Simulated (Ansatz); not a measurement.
**Worked example: self-consistent single point of SrO (Fm-3m, 2 atoms in the cell) in Ansatz (an electronic-structure program)**

Computed with PBE (plane waves, PAW; Ansatz).

Input:

Ansatz 0.2 input:
```yaml
crystal:
  lattice:
    - [0.00000000, 2.58000000, 2.58000000]
    - [2.58000000, 0.00000000, 2.58000000]
    - [2.58000000, 2.58000000, 0.00000000]
  atoms:
    - { symbol: Sr, position: [0.00000000, 0.00000000, 0.00000000] }
    - { symbol: O, position: [0.50000000, 0.50000000, 0.50000000] }
kpoints:
  mp_grid: { grid: [8, 8, 8] }
hamiltonian:
  xc: pbe
  pseudopotentials: { kind: paw }
scf:
  occupations: { method: fermi_dirac, width: 0.05 }
output:
  forces: true
  eigenvalues: true
  stress: true
```

Output (repeated stretches shortened):

```
WARN basis.ecutwfc = 420 eV, the default
WARN ansatz: RAYON_NUM_THREADS=1 ignored (pool sized by the plan → 1); use --threads N
Pseudopotentials: kind: paw
Pseudopotential: Sr, paw, valence charge 10
Pseudopotential: O, paw, valence charge 6
Crystal: 2 atoms, lattice volume = 34.347 Å³
Basis set: ecut = 420 eV, 645 PW (Γ), exchange–correlation on 50×50×50 points (8 copies of the dense FFT grid, shifted against one another)
Bands: 12, of which v1, the nominal top of the filled ones, is band 8 counted from 1 (7 counted from 0)
Symmetry: 48 space group operations
Space group: Fm-3m (ITA 225), of the structure as read, at distance tolerance 3.3e-5 Å
k-points: 29 of 512
Initial density: superposition of atomic densities (neutral atoms: chi_scale 0, normalization atom), corrected by the library's trained network
Initial wavefunctions: pseudopotential atomic-orbital guess
Eigensolver: davidson
Functional: x = pbe(κ = 0.804, μ = 0.2195149727645171), c = pbe(β = 0.06672455060314922)
SCF iter   1: F=—  HF=-4114.623722 eV  |F-HF|=—  |Δ(HF+E_count)|=         —  Δρ=3.88e-4  dr2=9.96e-6  ethr=1.77e-3  ⟨swp⟩=8.3  Hψ=2747  notcnv=0
all-band conjugate gradients solve this SCF's bands
preconditioner: auto → none
SCF iter   2: F=—  HF=-4114.624809 eV  |F-HF|=—  |Δ(HF+E_count)|=   1.09e-3  Δρ=5.55e-4  dr2=1.12e-4  ethr=6.23e-8  ⟨swp⟩=4.3  Hψ=1186  notcnv=0
SCF iter   3: F=—  HF=-4114.624817 eV  |F-HF|=—  |Δ(HF+E_count)|=   8.85e-6  Δρ=3.31e-4  dr2=3.98e-5  ethr=6.23e-8  ⟨swp⟩=2.2  Hψ=466  notcnv=0
SCF iter   4: F=—  HF=-4114.624843 eV  |F-HF|=—  |Δ(HF+E_count)|=   2.56e-5  Δρ=5.69e-5  dr2=3.18e-7  ethr=6.23e-8  ⟨swp⟩=2.9  Hψ=641  notcnv=0
SCF iter   5: F=—  HF=-4114.624848 eV  |F-HF|=—  |Δ(HF+E_count)|=   4.63e-6  Δρ=6.56e-5  dr2=1.60e-6  ethr=1.99e-9  ⟨swp⟩=2.0  Hψ=559  notcnv=0
SCF iter   6: F=—  HF=-4114.624847 eV  |F-HF|=—  |Δ(HF+E_count)|=   2.45e-7  Δρ=3.71e-5  dr2=5.24e-7  ethr=1.99e-9  ⟨swp⟩=2.0  Hψ=425  notcnv=0
SCF iter   7: F=-4114.624847 eV  HF=-4114.624847 eV  |F-HF|=1.92e-8  |Δ(HF+E_count)|=   1.19e-7  Δρ=7.83e-6  dr2=2.21e-8  ethr=6.25e-10  ⟨swp⟩=4.0  Hψ=1424  notcnv=0
SCF 1 converged in 7 iterations: F = -4114.624847 eV  dr2 = 2.21e-8
SCF converged after 7 iterations
Free energy (F): -4114.624847 eV
Harris-Foulkes:  -4114.624847 eV  (|F-HF|=1.92e-8)
Internal energy: -4114.624847 eV  (E = F + TS)
E sigma→0 (E₀):  -4114.624847 eV
Fermi energy:    9.513910 eV
--- Per-component energies (eV) ---
  E_band       = -59.952164
  E_kinetic    = 422.882493
  E_local      = -868.984730  (includes V_loc(G=0)·N_el)
  E_nonlocal   = 250.144490
  E_hartree    = 235.512966
  E_xc         = -249.354308
  E_vxc        = -259.138713  (∫ρ·V_xc dr)
  E_paw        = -2852.329628  (= ΣΔE_a)
  E_vpaw       = -75.881957  (= ΣTr[D̂ρ^β])
  E_aug_tail   = 0.002405  (compensation charges beyond the density's cutoff)
  E_ewald      = -1052.498536
  E_smearing   = -0.000000  (= −TS)
  E_closure    = 0.000000  (closes the sum)
  Σ components = -4114.624847   (vs F -4114.624847, Δ=0.00e0)
--- Forces (eV/Å), atoms counted from 1 ---
  atom   1  Sr    -0.00000000    -0.00000000    -0.00000000
  atom   2  O      0.00000000    -0.00000000    -0.00000000
  max |Σ_I F_I| component: 2.94e-29 eV/Å
--- Stress (GPa, compression-positive) ---
        1.794742       0.000000      -0.000000
        0.000000       1.794742       0.000000
        0.000000       0.000000       1.794742
  P = ⅓ Tr σ = 1.7947 GPa (17.947 kbar)
  The stress holds the Pulay correction. Without it, at fixed plane waves, as pw.x and ABINIT print it: P = 1.4320 GPa
--- Band table (eV; the first three rows and the last of 29) ---
  k-point 0: bands = ["-24.5210", "-7.2269", "-6.1707", "-6.1707", "-6.1707", "7.8231", "7.8231", "7.8231", "11.7554", "14.0595", "14.0595", "14.0595"]
  k-point 1: bands = ["-24.5020", "-7.5846", "-6.1826", "-6.1826", "-5.8610", "7.3785", "7.6345", "7.6345", "12.4477", "13.8994", "14.3580", "14.3580"]
  k-point 2: bands = ["-24.4555", "-8.1436", "-6.2110", "-6.2110", "-5.4183", "6.5714", "7.2272", "7.2272", "13.7952", "13.9968", "15.1704", "15.1704"]
  k-point 28: bands = ["-24.3487", "-7.8827", "-6.8229", "-6.8229", "-5.6051", "6.7306", "7.3979", "7.3979", "13.8389", "13.8389", "16.4099", "18.9034"]
```

The run converged in 7 iterations.

The starting cell has typed, rounded lattice constants, without a prior relaxation at this level. Ansatz's pressure includes its estimate of the finite-basis (Pulay) stress.
